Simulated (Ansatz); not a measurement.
Start from AlZnInO4 (space group R3m, No. 160; a = 3.2563 Å, c = 25.6166 Å (hexagonal axes); a hypothetical phase, not in the database extracts checked).

One thing is altered: cell and atoms relaxed at a pressure of 3 GPa.

Levels (all Ansatz, a first-principles code, PAW): PBEsol (420 eV, no SOC); PBEsol+SOC (420 eV, spin-orbit coupling included).

The geometry is relaxed with PBEsol.

| Quantity | Result |
|---|---|
| PBEsol band gap | 1.86 eV |
| PBEsol smallest direct gap | 1.87 eV |
| PBEsol gap character | indirect, T → Γ |

How does going to PBEsol+SOC change the band gap, smallest direct gap and gap character?

The band gap shrinks by 0.02 eV to 1.84 eV; the smallest direct gap shrinks by 0.02 eV to 1.85 eV; the gap character is still indirect, T → Γ.

Single points use the geometry relaxed with PBEsol. The spin-orbit shifts are approximate. Load acts through the strain it causes; cell and atoms are relaxed under it. Stability against distortions was not tested.
